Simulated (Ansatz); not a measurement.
System: BeSe (model structure, started from the BN type, Pm-3n, No. 223, 12 atoms in the cell). Method: PBEsol in Ansatz (PAW).

Numerical settings: plane-wave cutoff 520 eV, 6×6×6 k mesh, Fermi–Dirac smearing 0.01 eV, scalar-relativistic PAW data made under PBE.

Cell (relaxed at this level):

```cif
data_Be6Se6
_chemical_formula_sum 'Be6 Se6'
_space_group_name_H-M_alt 'Pm-3n'
_space_group_IT_number 223
_space_group_name_Hall '-P 4n 2 3'
_cell_length_a 6.32845
_cell_length_b 6.32845
_cell_length_c 6.32845
_cell_angle_alpha 90.000
_cell_angle_beta 90.000
_cell_angle_gamma 90.000
loop_
_atom_site_label
_atom_site_type_symbol
_atom_site_symmetry_multiplicity
_atom_site_Wyckoff_symbol
_atom_site_fract_x
_atom_site_fract_y
_atom_site_fract_z
_atom_site_occupancy
Be1 Be 6 c 0.00000 0.50000 0.25000 1
Se1 Se 6 d 0.00000 0.25000 0.50000 1
```

Problem. Estimate the band gap, smallest direct gap on the k points sampled and direct gap at Γ that the calculation returns.

Solution. 
- band gap: 2.60 eV (indirect)
- smallest direct gap on the k points sampled: 2.77 eV
- direct gap at Γ: 3.02 eV

Note: the relaxation could raise the start's symmetry but not lower it, so the cell can be a saddle point.

Spin–orbit coupling is not included.

Computed values are for the static lattice.

Computing time: around 30 core-seconds (rough).

A model structure was made by putting elements into a prototype or built by hand; it is no filed structure, need not be a known phase, and can be a saddle point held by its symmetry.

Ansatz is a program for electronic structure.
